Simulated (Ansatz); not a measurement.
# Computed paths: In-vacancy pair in zinc-blende AlP, charge state -3

Defect: In-vacancy pair (In on one host Al site, one Al site vacant) in zinc-blende AlP, charge state -3. All values below come from PBE, PAW (plane waves to 420 eV; Ansatz, a first-principles code).

64-site cell at the relaxed PBE lattice, a 2×2×2 k-point mesh shifted by half a step, smearing 0.01 eV, spin-restricted, no finite-size correction. Energies are static. The charge state is imposed; whether it is stable for some Fermi level was not computed. Forms of the defect that were not tried may lie lower.

Barriers: single points on a 3×3×3 k-point mesh shifted by half a step at the bands' geometries.

```json
[
 {"Route": "the In atom itself jumps into the vacancy (In-vacancy distance between ideal sites 3.90 Å throughout)", "Start site over the lowest site run (eV)": "0.00", "Hop (Å)": "3.59", "Forward barrier (eV)": "1.38", "Backward barrier (eV)": "1.38", "Neighbours at the start": "P at 2.49, 3 P at 2.57 Å", "Neighbours at the saddle": "P at 2.41, 4 P at 2.79 Å", "Saddle order": "not checked, on a symmetry element", "Forward, on the band's own sampling (eV)": "1.38"},
 {"Route": "one Al atom jumps into the vacancy from a nearby Al site (In-vacancy distance between ideal sites 3.90 → 5.51 Å)", "Start site over the lowest site run (eV)": "0.00", "Hop (Å)": "3.71", "Forward barrier (eV)": "1.57", "Backward barrier (eV)": "1.55", "Neighbours at the start": "P at 2.33, 3 P at 2.42 Å", "Neighbours at the saddle": "P at 2.27, P at 2.61, P at 2.64, P at 2.66, P at 2.68 Å", "Saddle order": "not checked", "Forward, on the band's own sampling (eV)": "1.56"},
 {"Route": "one Al atom jumps into the vacancy from a nearby Al site (In-vacancy distance between ideal sites 3.90 Å throughout)", "Start site over the lowest site run (eV)": "0.00", "Hop (Å)": "3.74", "Forward barrier (eV)": "1.77", "Backward barrier (eV)": "1.77", "Neighbours at the start": "P at 2.32, 2 P at 2.41, P at 2.43 Å", "Neighbours at the saddle": "P at 2.25, P at 2.64, 2 P at 2.66, P at 2.68 Å", "Saddle order": "not checked, on a symmetry element", "Forward, on the band's own sampling (eV)": "1.77"}
]
```

Paths come from climbing-image nudged elastic band runs. Of the routes that converged and passed our checks, the lowest saddle point lies 1.38 eV above the lowest of the sites run (the In atom itself jumps into the vacancy (In-vacancy distance between ideal sites 3.90 Å throughout)); other sites, such as split forms, and other routes may lie lower. A band can be held on a symmetry element, so unchecked saddle points there may be too high.

The whole set of runs took roughly 2.4 core-hours.
